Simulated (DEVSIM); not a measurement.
System: abrupt Ge n-p junction, at 500 K.

Layer 1 from the left is Ge, thickness (μm) 0.750, Nd (cm⁻³) 1.8e17, τn (s) 0.00012, τp (s) 0.00012. Layer 2 from the left is Ge, thickness (μm) 0.370, Na (cm⁻³) 1.5e17, τn (s) 0.00012, τp (s) 0.00012.

Left contact: ohmic. Right contact: ohmic. Voltage is applied to the left contact. Recombination: SRH at mid-gap, radiative, Auger. Mobility is constant in doping.

The device is made up for the run: typed textbook-type constants, with dimensions and the other settings drawn at random. Values at 300 K; Nc and Nv go as T^1.5, mobilities as T to minus their exponent, the gap by Varshni's rule with the affinity fixed.

Ge: gap (eV) 0.664, affinity (eV) 4, permittivity 16, Nc (cm⁻³) 1.04e19, Nv (cm⁻³) 6e18, μn (cm²/Vs) 3900, μp (cm²/Vs) 1900, T exponent of μn 1.66, T exponent of μp 2.33, B (cm³/s) 6.4e-14, Cn (cm⁶/s) 1e-31, Cp (cm⁶/s) 1e-31, Varshni α (eV/K) 0.000477, Varshni β (K) 235.

Model (solved in DEVSIM): 1D drift-diffusion, Boltzmann statistics, complete ionisation; no tunnelling, impact ionisation, image-force lowering or self-heating.

**Question.** What does the simulation give for the potential step across the device at zero bias, the largest field in the device at zero bias?

**Answer.** potential step across the device at zero bias 0.183 V; largest field in the device at zero bias 46000 V/cm.
